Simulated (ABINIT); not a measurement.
Worked example: self-consistent single point of NaCl (Fm-3m, 2 atoms in the cell) in ABINIT.

Method: LDA (PW92), PAW (JTH v2.0 LDA PAW) (plane waves; ABINIT).

```xyz
2
Lattice="0.0000 2.8200 2.8200 2.8200 0.0000 2.8200 2.8200 2.8200 0.0000" Properties=species:S:1:pos:R:3 pbc="T T T"
Na     0.0000     0.0000     0.0000
Cl     2.8200     2.8200     2.8200
```

Reference input (self-consistent single point, DFT, PBE, plane waves, PAW (JTH v2.0 PBE PAW)): pseudos = [Na.GGA_PBE-JTH.xml, Cl.GGA_PBE-JTH.xml]; ecut = 30 Ha; pawecutdg = 60 Ha; pawxcdev = 0; ixc = 11; occopt = 3; tsmear = 0.02 eV; ngkpt = 10 10 10; nshiftk = 1; shiftk = 0 0 0; potentials = JTH v2.0 PBE PAW; nband = 13. This run's input differs from it in these lines:

```diff
@@ -1,4 +1,4 @@
-# NaCl, JTH v2.0 PBE PAW
+# NaCl, JTH v2.0 LDA PAW
 pp_dirpath "./"
-pseudos "Na.GGA_PBE-JTH.xml, Cl.GGA_PBE-JTH.xml"
+pseudos "Na.LDA_PW-JTH.xml, Cl.LDA_PW-JTH.xml"
 acell 7.5363832072 7.5363832072 7.5363832072
@@ -18,3 +18,3 @@
 pawxcdev 0
-ixc 11
+ixc 7
 occopt 3
```

Its files differ too (potentials: JTH v2.0 PBE PAW → JTH v2.0 LDA PAW).

Output, abridged:

```
--- !BeginCycle
solver: {iscf: 17, nstep: 100, nline: 4, wfoptalg: 10, }
tolerances: {toldfe: 1.00E-09, }
...

     iter   Etot(hartree)      deltaE(h)  residm     nres2
 ETOT  1  -62.939178461546    -6.294E+01 6.764E+00 3.001E+00
 ETOT  2  -63.352592147978    -4.134E-01 4.798E-01 4.668E+00
 ETOT  3  -63.343904574373     8.688E-03 3.051E-01 1.212E+00
 ETOT  4  -63.340916031256     2.989E-03 7.557E-02 4.134E-02
 ETOT  5  -63.340948237322    -3.221E-05 1.430E-02 3.008E-03
   [... 3 lines left out ...]
 ETOT  9  -63.340946620804    -5.105E-09 2.676E-04 2.125E-06
 ETOT 10  -63.340946614996     5.808E-09 1.114E-04 3.825E-08
 ETOT 11  -63.340946615080    -8.394E-11 1.904E-05 7.638E-09
 ETOT 12  -63.340946615075     4.881E-12 8.376E-05 1.183E-09
 At SCF step   12, etot is converged :
  for the second time, diff in etot=  4.881E-12 < toldfe=  1.000E-09

 Cartesian components of stress tensor (hartree/bohr^3)
  sigma(1 1)=  8.60466383E-05  sigma(3 2)=  0.00000000E+00
  sigma(2 2)=  8.60466383E-05  sigma(3 1)=  0.00000000E+00
  sigma(3 3)=  8.60466383E-05  sigma(2 1)=  0.00000000E+00

 ----iterations are completed or convergence reached----

 reduced coordinates (array xred) for    2 atoms
       0.000000000000      0.000000000000      0.000000000000
       0.500000000000      0.500000000000      0.500000000000
 cartesian forces (eV/Angstrom) at end:
    1     -0.00000000000000    -0.00000000000000    -0.00000000000000
    2     -0.00000000000000    -0.00000000000000    -0.00000000000000
 frms,max,avg= 0.0000000E+00 0.0000000E+00   0.000E+00  0.000E+00  0.000E+00 e/A
   [... lines left out ...]
 Fermi (or HOMO) energy (hartree) =   0.08998   Average Vxc (hartree)=  -0.31853
   [... lines left out ...]
'-kT*entropy'       :  5.01757169413105E-16
total_energy        : -6.33409575740401E+01
total_energy_eV     : -1.72359511060718E+03
...

-Cartesian components of stress tensor (GPa)         [Pressure= -2.5316E+00 GPa]
- sigma(1 1)=  2.53157907E+00  sigma(3 2)=  0.00000000E+00
- sigma(2 2)=  2.53157907E+00  sigma(3 1)=  0.00000000E+00
- sigma(3 3)=  2.53157907E+00  sigma(2 1)=  0.00000000E+00

 Calculation completed.
```

The run converged in 12 iterations. Against the reference run the pressure goes from 0.66 to -2.53 GPa and the gap on the mesh goes from 5.100 to 4.686 eV.

The starting cell has typed, rounded lattice constants, without a prior relaxation at this level.

Cost on one core of a shared machine: roughly 80 s.
